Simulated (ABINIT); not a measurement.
Input and output of a self-consistent single point for Cu2As (P4/nmm, 6 atoms in the cell) (ABINIT)

Level of theory: PBEsol, PAW (JTH v2.0 PBE PAW, files made for PBE) (plane waves; ABINIT 10.0.3).

Input as run:

```
# Cu2As, JTH v2.0 PBE PAW
pp_dirpath "./"
pseudos "Cu.GGA_PBE-JTH.xml, As.GGA_PBE-JTH.xml"
acell 3*1.0 Angstrom
rprim
         3.7365890000    0.0000000000    0.0000000000
         0.0000000000    3.7365890000    0.0000000000
         0.0000000000    0.0000000000    5.8217620000
natom 6
ntypat 2
znucl 29 33
typat 1 1 1 1 2 2
xcart
         1.8682945000    1.8682945000    0.0000000000
         0.0000000000    0.0000000000    0.0000000000
         1.8682945000    0.0000000000    1.7462957295
         0.0000000000    1.8682945000    4.0754662705
         1.8682945000    0.0000000000    4.1509745236
         0.0000000000    1.8682945000    1.6707874764
      Angstrom
ecut 30 Ha
pawecutdg 60 Ha
ixc -116133
occopt 3
tsmear 0.1 eV
nband 66
kptopt 1
ngkpt 7 7 5
nshiftk 1
shiftk 0 0 0
nstep 60
toldfe 1.0e-09
prtwf 0
prtden 0
prtvol 1
enunit 2
```

The program printed (abridged):

```
 Symmetries : space group P4/n m m (#129); Bravais tP (primitive tetrag.)

 -outvars: echo values of preprocessed input variables --------
            acell      1.8897261329E+00  1.8897261329E+00  1.8897261329E+00 Bohr
             ecut      3.00000000E+01 Hartree
           enunit           2
              ixc     -116133
         kptrlatt        7    0    0      0    7    0      0    0    5
          kptrlen      4.94279092E+01
            natom           6
            nband          66
            ngfft          36      36      60
          ngfftdg          50      50      80
             nkpt          30
            nstep          60
             nsym          16
           ntypat           2
           occopt           3
        pawecutdg      6.00000000E+01 Hartree
            rprim      3.7365890000E+00  0.0000000000E+00  0.0000000000E+00
                       0.0000000000E+00  3.7365890000E+00  0.0000000000E+00
                       0.0000000000E+00  0.0000000000E+00  5.8217620000E+00
          spgroup         129
           toldfe      1.00000000E-09 Hartree
           tsmear      3.67493254E-03 Hartree
            typat      1  1  1  1  2  2
           useylm           1
             xred      5.0000000000E-01  5.0000000000E-01  0.0000000000E+00
                       0.0000000000E+00  0.0000000000E+00  0.0000000000E+00
                       5.0000000000E-01  0.0000000000E+00  2.9996000000E-01
                       0.0000000000E+00  5.0000000000E-01  7.0004000000E-01
                       5.0000000000E-01  0.0000000000E+00  7.1301000000E-01
                       0.0000000000E+00  5.0000000000E-01  2.8699000000E-01
            znucl       29.00000   33.00000

== DATASET  1 ==================================================================

 Real(R)+Recip(G) space primitive vectors, cartesian coordinates (Bohr,Bohr^-1):
 R(1)=  7.0611299  0.0000000  0.0000000  G(1)=  0.1416204  0.0000000  0.0000000
 R(2)=  0.0000000  7.0611299  0.0000000  G(2)=  0.0000000  0.1416204  0.0000000
 R(3)=  0.0000000  0.0000000 11.0015358  G(3)=  0.0000000  0.0000000  0.0908964
 Unit cell volume ucvol=  5.4853168E+02 bohr^3
 Angles (23,13,12)=  9.00000000E+01  9.00000000E+01  9.00000000E+01 degrees

 Coarse grid specifications (used for wave-functions):

 getcut: wavevector=  0.0000  0.0000  0.0000  ngfft=  36  36  60
         ecut(hartree)=     30.000   => boxcut(ratio)=   2.06777

 Fine grid specifications (used for densities):

 getcut: wavevector=  0.0000  0.0000  0.0000  ngfft=  50  50  80
         ecut(hartree)=     60.000   => boxcut(ratio)=   2.03074

   2.07459321E+04                                ecore*ucvol(ha*bohr**3)

_setup2: Arith. and geom. avg. npw (full set) are    4303.947    4303.937

--- !BeginCycle
solver: {iscf: 17, nstep: 60, nline: 4, wfoptalg: 10, }
tolerances: {toldfe: 1.00E-09, }
...

     iter   Etot(hartree)      deltaE(h)  residm     nres2
 ETOT  1  -974.58879751301    -9.746E+02 6.326E+01 1.760E+02
 ETOT  2  -1021.6864542280    -4.710E+01 2.904E-01 1.335E+03
 ETOT  3  -1019.7200047703     1.966E+00 1.567E-01 1.166E+02
 ETOT  4  -1019.4786870243     2.413E-01 1.998E-01 2.301E+02
 ETOT  5  -1019.2367038491     2.420E-01 5.793E-02 3.117E+01
 ETOT  6  -1019.1555983516     8.111E-02 2.053E-02 9.631E+00
   [... 7 lines left out ...]
 ETOT 14  -1019.0957984002     9.071E-08 1.080E-04 5.453E-05
 ETOT 15  -1019.0957983383     6.187E-08 2.139E-04 1.012E-05
 ETOT 16  -1019.0957983229     1.541E-08 1.113E-04 1.354E-06
 ETOT 17  -1019.0957983225     4.474E-10 2.115E-04 9.718E-08
 ETOT 18  -1019.0957983224     4.491E-11 1.076E-04 3.128E-08

 At SCF step   18, etot is converged :
  for the second time, diff in etot=  4.491E-11 < toldfe=  1.000E-09

 Cartesian components of stress tensor (hartree/bohr^3)
  sigma(1 1)= -5.31112745E-05  sigma(3 2)=  0.00000000E+00
  sigma(2 2)= -5.31112745E-05  sigma(3 1)=  0.00000000E+00
  sigma(3 3)= -4.49161486E-05  sigma(2 1)=  0.00000000E+00

 ----iterations are completed or convergence reached----

 reduced coordinates (array xred) for    6 atoms
       0.500000000000      0.500000000000      0.000000000000
       0.000000000000      0.000000000000      0.000000000000
       0.500000000000      0.000000000000      0.299959999997
       0.000000000000      0.500000000000      0.700040000003
       0.500000000000      0.000000000000      0.713009999997
       0.000000000000      0.500000000000      0.286990000003
 cartesian forces (eV/Angstrom) at end:
    1     -0.00000000000000    -0.00000000000000     0.00000000000000
    2     -0.00000000000000    -0.00000000000000     0.00000000000000
    3     -0.00000000000000    -0.00000000000000     0.01908165877449
    4     -0.00000000000000    -0.00000000000000    -0.01908165877449
    5     -0.00000000000000    -0.00000000000000    -0.21848756116505
    6      0.00000000000000     0.00000000000000     0.21848756116505
 frms,max,avg= 7.3106410E-02 2.1848756E-01   0.000E+00  0.000E+00  0.000E+00 e/A
 length scales=  1.889726132886  1.889726132886  1.889726132886 bohr
              =  1.000000000000  1.000000000000  1.000000000000 angstroms
 Fermi (or HOMO) energy (hartree) =   0.29157   Average Vxc (hartree)=  -0.42763
 Eigenvalues (hartree) for nkpt=  30  k points:
 kpt#   1, nband= 66, wtk=  0.00408, kpt=  0.0000  0.0000  0.0000 (reduced coord)
  -3.86142   -3.86120   -3.84418   -3.84418   -2.30215   -2.30185   -2.30031   -2.30031
  -2.29900   -2.29900   -2.28415   -2.28408   -2.28332   -2.28332   -2.28332   -2.28332
  -1.02899   -1.02893   -1.02891   -1.02885   -1.02806   -1.02806   -1.02795   -1.02795
   [... 6 lines left out ...]
      occupation numbers for kpt#   1
   2.00000    2.00000    2.00000    2.00000    2.00000    2.00000    2.00000    2.00000
   2.00000    2.00000    2.00000    2.00000    2.00000    2.00000    2.00000    2.00000
   2.00000    2.00000    2.00000    2.00000    2.00000    2.00000    2.00000    2.00000
   [... 6 lines left out ...]
 prteigrs : prtvol=0 or 1, do not print more k-points.

 Fermi (or HOMO) energy (eV) =   7.93406   Average Vxc (eV)= -11.63631
 Eigenvalues (   eV  ) for nkpt=  30  k points:
 kpt#   1, nband= 66, wtk=  0.00408, kpt=  0.0000  0.0000  0.0000 (reduced coord)
-105.07452 -105.06863 -104.60543 -104.60543  -62.64463  -62.63663  -62.59475  -62.59475
 -62.55896  -62.55896  -62.15491  -62.15309  -62.13230  -62.13230  -62.13217  -62.13217
 -28.00011  -27.99864  -27.99814  -27.99653  -27.97494  -27.97494  -27.97184  -27.97184
   [... 6 lines left out ...]
 prteigrs : prtvol=0 or 1, do not print more k-points.

--- !EnergyTerms
comment             : Components of total free energy in Hartree
kinetic             :  5.19866441734244E+01
hartree             :  2.51607606372839E+02
xc                  : -1.52433859273493E+01
Ewald energy        : -5.83821518652880E+02
psp_core            :  3.78208458322510E+01
local_psp           : -6.29150722516034E+02
spherical_terms     : -1.32292701338619E+02
internal            : -1.01909323205637E+03
'-kT*entropy'       : -2.49949275956576E-03
total_energy        : -1.01909573154913E+03
total_energy_eV     : -2.77310051412708E+04
...

-Cartesian components of stress tensor (GPa)         [Pressure=  1.4822E+00 GPa]
- sigma(1 1)= -1.56258738E+00  sigma(3 2)=  0.00000000E+00
- sigma(2 2)= -1.56258738E+00  sigma(3 1)=  0.00000000E+00
- sigma(3 3)= -1.32147849E+00  sigma(2 1)=  0.00000000E+00

 Calculation completed.
```

The run converged in 18 iterations.

The starting cell comes from a database of computed structures (which also holds hypothetical and non-ambient phases and stackings), without a prior relaxation at this level. Its lattice was rescaled by a random factor within 2.5 % of one. Spin polarisation is off. The potentials were made for another functional than the one used. The run gives no clean gap (levels at the Fermi energy touch, overlap or are partly filled at this smearing), which alone does not show that the compound is a metal.

These are the values that this program gave, and no reference: the one-centre exchange-correlation terms come from a truncated expansion.

Cost on one core of a shared machine: roughly 10 min.
